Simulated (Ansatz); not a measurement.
The reference is a 12-atom supercell of Ca in the fcc (Cu type) structure (space group Fm-3m, No. 225) at its relaxed geometry.

```
CELL_PARAMETERS angstrom
      0.00000     5.56856     5.56856
      5.56856    -5.56856     5.56856
      5.56856     5.56856     0.00000
ATOMIC_POSITIONS crystal
  Ca 0.00000 0.00000 0.00000
  Ca 0.00000 0.00000 0.50000
  Ca 0.16667 0.33333 0.16667
  Ca 0.16667 0.33333 0.66667
  Ca 0.33333 0.66667 0.33333
  Ca 0.33333 0.66667 0.83333
  Ca 0.50000 0.00000 0.00000
  Ca 0.50000 0.00000 0.50000
  Ca 0.66667 0.33333 0.16667
  Ca 0.66667 0.33333 0.66667
  Ca 0.83333 0.66667 0.33333
  Ca 0.83333 0.66667 0.83333
```

Computed with r2SCAN (Ansatz, a program for electronic structure), spin-orbit coupling left out, earlier PAW set.

Before the change:

```
Item       Result
--------  -------
Pressure  0.0 GPa
```

Perturbation: a neutral Li interstitial (started 2.78 Å from the nearest host atom), atoms relaxed at fixed cell, starting from a slightly rattled geometry.

Question: How does this affect the final site of the added atom?

Answer: The final site of the added atom is 6 Ca at 2.95 Å (octahedral).

Question: Estimate the effect on the pressure.

Answer: The pressure goes from zero to 1.2 GPa.

Question: What happens to the largest displacement of a host atom from its site in the perfect cell?

Answer: The largest displacement of a host atom from its site in the perfect cell is 0.18 Å.

In so small a cell the defect repeats every few ångströms: this is an ordered compound, not a dilute defect. The defect cell is not spin-polarised.
